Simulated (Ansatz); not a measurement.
Base system: SnSe$_{2}$ in the 2H-MoS2 type structure (space group P6_3/mmc, No. 194; a = 3.8335 Å, c = 11.5066 Å; a hypothetical phase, not in the database extracts checked; layered, stacked along the Cartesian z axis).

(Cell as relaxed with PBE-D3(BJ).)

Levels (all Ansatz, an electronic-structure program, PAW): PBE-D3(BJ) (420 eV, no spin-orbit coupling); PBEsol-D3(BJ) (420 eV, no spin-orbit coupling).

Each level relaxes its own structure.

```
base                 PBE-D3(BJ)  PBEsol-D3(BJ)
-------------------  ----------  -------------
volume per atom        24.41 Å³       23.16 Å³
lattice parameter a     3.833 Å        3.770 Å
band gap                   zero           zero
```

Now apply this change: a free-standing slab of 3 layers (9 atoms, 3 a layer) is cut normal to the stacking axis, with 15 Å of vacuum and the in-plane cell relaxed.

| quantity | PBE-D3(BJ) | PBEsol-D3(BJ) |
|---|---|---|
| excess energy per area of both faces (slab less bulk energy over the cell's area: twice a surface energy) (uncertain by up to 0.1 J/m²) | 0.6 J/m² | [?] |
| in-plane lattice parameter a | 3.811 Å | [?] |
| shortest interatomic distance | 2.770 Å | [?] |
| thickness between the outermost nuclei | 14.88 Å | [?] |
| band gap | zero | [?] |

### Question
Predict the PBEsol-D3(BJ) column.

### Answer

- excess energy per area of both faces (slab less bulk energy over the cell's area: twice a surface energy) (uncertain by up to 0.1 J/m²), PBEsol-D3(BJ): 0.9 J/m²
- in-plane lattice parameter a, PBEsol-D3(BJ): 3.749 Å
- shortest interatomic distance, PBEsol-D3(BJ): 2.732 Å
- thickness between the outermost nuclei, PBEsol-D3(BJ): 14.65 Å
- band gap, PBEsol-D3(BJ): zero

PBE-D3(BJ)'s excess energy per area of both faces lies 0.3 J/m² below PBEsol-D3(BJ)'s; PBE-D3(BJ)'s in-plane lattice parameter a lies 0.062 Å above PBEsol-D3(BJ)'s; PBE-D3(BJ)'s shortest interatomic distance lies 0.0374 Å above PBEsol-D3(BJ)'s (1.4 %); PBE-D3(BJ)'s thickness between the outermost nuclei lies 0.236 Å above PBEsol-D3(BJ)'s; the two agree on the band gap. Neither level is exact; PBEsol-D3(BJ) is the comparison here, not a measurement.

Slab and bulk use different k-meshes, which limits the precision of the excess energy. Whether these cells are dynamically stable was not tested. All final runs are without spin polarisation.
